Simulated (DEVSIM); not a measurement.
System: abrupt Si n-p junction, at 300 K.

Layer 1 from the left is Si, thickness (μm) 3.90, Nd (cm⁻³) 2.6e18, τn (s) 4e-6, τp (s) 4e-6. Layer 2 from the left is Si, thickness (μm) 2.70, Na (cm⁻³) 2e16, τn (s) 4e-6, τp (s) 4e-6.

Left contact: ohmic. Right contact: ohmic. Voltage is applied to the left contact. Recombination: SRH at mid-gap, radiative. Mobility is μmin + (μ − μmin)/(1 + (N/Nref)^α).

Constants are typed, rounded textbook-type inputs, not results; the design itself was drawn at random and stands for no fabricated device. Values at 300 K.

Si: gap (eV) 1.124, affinity (eV) 4.05, permittivity 11.7, Nc (cm⁻³) 2.86e19, Nv (cm⁻³) 3.1e19, μn (cm²/Vs) 1417, μp (cm²/Vs) 470, μn,min 52, μp,min 45, Nref,n 9.7e16, Nref,p 2.2e17, αn 0.68, αp 0.72, B (cm³/s) 4.7e-15.

Task: Estimate by hand the built-in potential, the peak field at zero bias, the capacitance at 3 V, and compare with a numerical solution.

Result: 
- Built-in potential: ni = √(Nc Nv) exp(−Eg/2kT) = 1.08e10 cm⁻³ with Eg = 1.124 eV; Vbi = kT/q ln(Na Nd/ni²) = 0.872 V; numerical 0.872 V.
- Peak field at zero bias: depletion approximation: W = √(2εVbi/(qN)) = 0.238 μm with N = 1.98e16 cm⁻³; field = 2Vbi/W = 73200 V/cm; numerical 106000 V/cm (estimate below by 31 %).
- Capacitance at 3 V: C = √(qεN / 2(Vbi + |V|)) = 20.6 nF/cm²; numerical 20.8 nF/cm² (estimate below by 0.77 %).

DEVSIM, 1D drift-diffusion, Boltzmann statistics, complete ionisation; no tunnelling, impact ionisation, image-force lowering or self-heating.
